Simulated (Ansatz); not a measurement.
Consider InSb in the zinc blende structure (space group F-43m, No. 216; a = 6.450 Å). Axes: x, y, z lie along the cube axes.

Method: Ansatz (a quantum-chemistry and plane-wave program) LDA, no spin-orbit coupling.

Base values:

- Shortest interatomic distance: 2.793 Å
- Pressure: 0.0 GPa

It is then changed as follows: the cell is stretched by 3.00 % along z with no lateral relaxation; the atoms relax in the strained cell.

Task: What happens to the shortest interatomic distance, energy relative to the base and pressure?

Result: The shortest interatomic distance goes up by 0.028 Å, from 2.793 Å to 2.821 Å; the energy goes up by 6.1 meV/atom; the pressure (mean of the normal stresses, compression positive) goes from zero to -1.3 GPa.

Whether these cells are dynamically stable was not tested. All final runs are without spin polarisation.
